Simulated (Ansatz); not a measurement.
rutile SnO₂ (P4_2/mnm), uniaxial stress along c: does the functional matter?

```yaml
crystal:
  lattice:
    - [4.76912, 0.00000, 0.00000]
    - [0.00000, 4.76912, 0.00000]
    - [0.00000, 0.00000, 3.21204]
  atoms:
    - { symbol: Sn, position: [0.00000, 0.00000, 0.00000] }
    - { symbol: Sn, position: [0.50000, 0.50000, 0.50000] }
    - { symbol: O, position: [0.30627, 0.30627, 0.00000] }
    - { symbol: O, position: [0.69373, 0.69373, 0.00000] }
    - { symbol: O, position: [0.80627, 0.19373, 0.50000] }
    - { symbol: O, position: [0.19373, 0.80627, 0.50000] }
```

The cells are shared (cell and atoms relaxed with PBEsol, then loaded; tension negative); 2 levels in Ansatz (a quantum-chemistry and plane-wave program).

| Level | gap at -8.00 GPa (eV) | gap unloaded (eV) | gap at 8.00 GPa (eV) |
|---|---|---|---|
| PBE | 0.817 | 1.017 | 1.192 |
| r2SCAN | 1.480 | 1.681 | 1.855 |

Problem. Compare the spread of the gaps with that of the shifts.

Solution. Changes against zero load: PBE -0.200 and 0.175 eV; r2SCAN -0.201 and 0.174 eV. The unloaded gaps spread over 0.664 eV and the shifts over 0.001 eV, so the levels agree better on the shift. Adding the shifts of PBE to the unloaded gap of r2SCAN gives 1.481 and 1.856 eV, against 1.480 and 1.855 eV computed.

 Gaps are resolved to about 0.01 eV; the mean electron masses of the levels agree within half at each load. Every relaxation keeps the rutile phase, so a transition, a distortion that breaks the symmetry or fracture can't show.
